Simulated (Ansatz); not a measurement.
Start from Bi₂Se₃ in the Bi2Te3 type structure (space group R-3m, No. 166; a = 4.145 Å, c = 29.266 Å (hexagonal axes)).

Computed with r2SCAN+rVV10, PAW, 500 eV (Ansatz, a program for electronic structure; no SOC).

Before the change:

```
Property                              Result
---------------------  ---------------------
Band gap                             0.60 eV
Valence-band top at Γ  0.00, -1.23, -1.23 eV
```

The change: the cell is scaled by 0.9776 in all directions; the atoms relax in the strained cell.

Predict the new largest internal atomic displacement, band gap and valence-band top at Γ.

The largest internal atomic displacement amounts to 0.106 Å; the band gap falls by 0.14 eV to 0.46 eV; the valence-band top at Γ (three highest levels, from the VBM) changes from 0.00, -1.23, -1.23 eV to 0.00, -1.51, -1.51 eV.

Spin-orbit coupling, missing from the scalar runs, can matter with Bi. Stability against distortions was not tested.
